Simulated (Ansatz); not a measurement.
## Mg2NbN3 (space group C2/c, No. 15; a cell from a computed database, its experimental status unchecked)

```cif
data_Mg8N12Nb4
_chemical_formula_sum 'Mg8 Nb4 N12'
_space_group_name_H-M_alt 'C2/c'
_space_group_IT_number 15
_space_group_name_Hall '-C 2yc'
_cell_length_a 9.45016
_cell_length_b 6.14550
_cell_length_c 5.68464
_cell_angle_alpha 90.000
_cell_angle_beta 117.617
_cell_angle_gamma 90.000
loop_
_atom_site_label
_atom_site_type_symbol
_atom_site_symmetry_multiplicity
_atom_site_Wyckoff_symbol
_atom_site_fract_x
_atom_site_fract_y
_atom_site_fract_z
_atom_site_occupancy
Mg1 Mg 8 f 0.16490 0.08050 0.07720 1
Nb1 Nb 4 e 0.00000 0.41120 0.25000 1
N1 N 4 e 0.00000 0.09956 0.25000 1
N2 N 8 f 0.15608 0.43062 0.07352 1
```
(The calculation used a cell of 12 atoms; values per cell refer to that cell.)

Method: PBEsol, PAW, 420 eV (Ansatz, an electronic-structure program; spin-orbit coupling left out). Settings: 6×6×5 k-points, 0.05 eV Fermi–Dirac smearing.

The volume per atom is 12.19 Å³ and the density comes out as 4.17 g/cm³. The band gap is 1.33 eV, indirect, Γ → Γ–M₂ (67 % along). The total energy is -1576.937 eV/atom (σ→0; compares only within this code and set-up).

Whether these cells are dynamically stable was not tested.
